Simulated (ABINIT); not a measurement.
ABINIT run on CdSe (P6_3mc, 4 atoms in the cell): self-consistent single point.

Level of theory: LDA (PW92), PAW (JTH v2.0 LDA PAW) (plane waves; ABINIT 10.0.3).

```
CdSe
1.0
    4.34609     0.00000     0.00000
   -2.17305     3.76382     0.00000
    0.00000     0.00000     7.08984
Cd Se
2 2
Cartesian
  2.17305   1.25461   3.54457
  0.00000   2.50922   7.08949
  2.17305   1.25461   6.21006
  0.00000   2.50922   2.66514
```

Reference input (self-consistent single point, DFT, PBE, plane waves, PAW (JTH v2.0 PBE PAW)): pseudos = [Cd.GGA_PBE-JTH.xml, Se.GGA_PBE-JTH.xml]; ecut = 20 Ha; pawecutdg = 40 Ha; occopt = 1; ngkpt = 7 7 4; nshiftk = 1; shiftk = 0 0 0; potentials = JTH v2.0 PBE PAW; nband = 21; kptopt = 1; nstep = 100; tolvrs = 1e-11. This run's input differs from it in these lines:

```diff
@@ -1,4 +1,4 @@
-# CdSe, JTH v2.0 PBE PAW
+# CdSe, JTH v2.0 LDA PAW
 pp_dirpath "./"
-pseudos "Cd.GGA_PBE-JTH.xml, Se.GGA_PBE-JTH.xml"
+pseudos "Cd.LDA_PW-JTH.xml, Se.LDA_PW-JTH.xml"
 acell 4.3460897996 4.3460897996 7.0898400000 Angstrom
```

Its files differ too (potentials: JTH v2.0 PBE PAW → JTH v2.0 LDA PAW).

Log, with long lists cut:

```
--- !BeginCycle
solver: {iscf: 17, nstep: 100, nline: 4, wfoptalg: 10, }
tolerances: {tolvrs: 1.00E-11, }
...

     iter   Etot(hartree)      deltaE(h)  residm     nres2
 ETOT  1  -114.52632996826    -1.145E+02 2.401E-01 4.516E+00
 ETOT  2  -114.78926783474    -2.629E-01 1.398E-02 1.273E+00
 ETOT  3  -114.78385221056     5.416E-03 6.310E-03 1.376E-01
 ETOT  4  -114.78407289708    -2.207E-04 4.863E-03 1.491E-02
 ETOT  5  -114.78426260339    -1.897E-04 6.716E-04 1.472E-03
   [... 25 lines left out ...]
 ETOT 31  -114.78434250181    -3.411E-13 6.105E-07 5.977E-11
 ETOT 32  -114.78434250181     1.521E-12 3.446E-07 1.115E-11
 ETOT 33  -114.78434250181    -9.948E-14 5.980E-07 1.271E-11
 ETOT 34  -114.78434250181    -1.293E-12 3.351E-07 1.127E-13
 At SCF step   34       nres2   =  1.13E-13 < tolvrs=  1.00E-11 =>converged.

 Cartesian components of stress tensor (hartree/bohr^3)
  sigma(1 1)=  1.13119594E-04  sigma(3 2)=  0.00000000E+00
  sigma(2 2)=  1.13119594E-04  sigma(3 1)=  0.00000000E+00
  sigma(3 3)=  1.12451894E-04  sigma(2 1)=  2.57224284E-13

 ----iterations are completed or convergence reached----

 reduced coordinates (array xred) for    4 atoms
       0.666666666688      0.333333333349      0.499950000000
       0.333333333355      0.666666666682      0.999950000000
       0.666666666688      0.333333333349      0.875910000000
       0.333333333355      0.666666666682      0.375910000000
 cartesian forces (eV/Angstrom) at end:
    1      0.00000000000000    -0.00000000000000     0.00112749223009
   [... lines left out ...]
 Fermi (or HOMO) energy (hartree) =   0.03765   Average Vxc (hartree)=  -0.33170
 Fermi (or HOMO) energy (eV) =   1.02444   Average Vxc (eV)=  -9.02604
   [... lines left out ...]
local_psp           : -9.12455155583960E+01
total_energy        : -1.14784342516200E+02
total_energy_eV     : -3.12344080532604E+03
...

-Cartesian components of stress tensor (GPa)         [Pressure= -3.3215E+00 GPa]
- sigma(1 1)=  3.32809279E+00  sigma(3 2)=  0.00000000E+00
- sigma(2 2)=  3.32809280E+00  sigma(3 1)=  0.00000000E+00
- sigma(3 3)=  3.30844838E+00  sigma(2 1)=  7.56779843E-09

 Calculation completed.
```

The run converged in 34 iterations. 

The starting cell comes from a database of computed structures (which also holds hypothetical and non-ambient phases and stackings), without a prior relaxation at this level. With a pressure of about -3 GPa the cell is away from its equilibrium volume at this level.

These are the values that this program gave, and no reference: the one-centre exchange-correlation terms come from a truncated expansion.

Cost on one core of a shared machine: roughly 5 min.
